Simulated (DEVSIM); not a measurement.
Device: W/SiO2/p-Ge capacitor, at 350 K.

```tsv
layer (left to right)	material	thickness (nm)	Na (cm⁻³)
1	SiO2	20.0	-
2	Ge	570	1.1e18
```

Metal gate on the left, work function 4.6 eV. Fixed charge at the semiconductor interface 5.2e11 cm⁻² (in units of +e); no interface traps.

This is a model device: material constants are rounded textbook-type values typed into the input, and sizes, dopings and lifetimes were drawn at random. Values at 300 K; Nc and Nv go as T^1.5, mobilities as T to minus their exponent, the gap by Varshni's rule with the affinity fixed.

```
parameter         SiO2        Ge
----------------  ----  --------
gap (eV)             9     0.664
affinity (eV)      0.9         4
permittivity       3.9        16
Nc (cm⁻³)            -   1.04e19
Nv (cm⁻³)            -      6e18
Varshni α (eV/K)     -  0.000477
Varshni β (K)        -       235
```

Model (solved in DEVSIM): 1D Poisson equation in equilibrium, Boltzmann statistics, complete ionisation; no quantum confinement or tunnelling. Metal contacts follow the ideal Schottky-Mott rule: no Fermi-level pinning, no interface dipoles.

Question: Tabulate band edges, carrier densities and field at 1.25 V on the gate.

Answer: Energies count from the Fermi level of the right contact; mesh points crowd at the junctions.

| x (μm) | Ec (eV) | Ev (eV) | n (cm⁻³) | p (cm⁻³) | field (V/cm) |
|---|---|---|---|---|---|
| 0.000 | 2.450 | -6.550 | < 1e2 | < 1e2 | 530000 |
| 0.001151 | 2.511 | -6.489 | < 1e2 | < 1e2 | 530000 |
| 0.003172 | 2.619 | -6.381 | < 1e2 | < 1e2 | 530000 |
| 0.007094 | 2.828 | -6.173 | < 1e2 | < 1e2 | 530000 |
| 0.01451 | 3.222 | -5.778 | < 1e2 | < 1e2 | 530000 |
| 0.01757 | 3.385 | -5.615 | < 1e2 | < 1e2 | 530000 |
| 0.01932 | 3.478 | -5.522 | < 1e2 | < 1e2 | 530000 |
| 0.02064 | 0.425 | -0.219 | 9.8e12 | 5.3e15 | 180000 |
| 0.02251 | 0.457 | -0.187 | 3.4e12 | 1.5e16 | 160000 |
| 0.02605 | 0.505 | -0.139 | 7.0e11 | 7.5e16 | 110000 |
| 0.03349 | 0.562 | -0.083 | 1.1e11 | 4.9e17 | 44000 |
| 0.05530 | 0.586 | -0.058 | 4.8e10 | 1.1e18 | 680 |
| 0.09292 | 0.586 | -0.058 | 4.7e10 | 1.1e18 | ≈ 0 |
| 0.1644 | 0.586 | -0.058 | 4.7e10 | 1.1e18 | ≈ 0 |
| 0.3652 | 0.586 | -0.058 | 4.7e10 | 1.1e18 | ≈ 0 |
| 0.4762 | 0.586 | -0.058 | 4.7e10 | 1.1e18 | ≈ 0 |
| 0.5346 | 0.586 | -0.058 | 4.7e10 | 1.1e18 | ≈ 0 |
| 0.5624 | 0.586 | -0.058 | 4.7e10 | 1.1e18 | ≈ 0 |
| 0.5800 | 0.586 | -0.058 | 4.7e10 | 1.1e18 | ≈ 0 |
| 0.5855 | 0.586 | -0.058 | 4.7e10 | 1.1e18 | ≈ 0 |
| 0.5884 | 0.586 | -0.058 | 4.7e10 | 1.1e18 | ≈ 0 |
| 0.5900 | 0.586 | -0.058 | 4.7e10 | 1.1e18 | ≈ 0 |
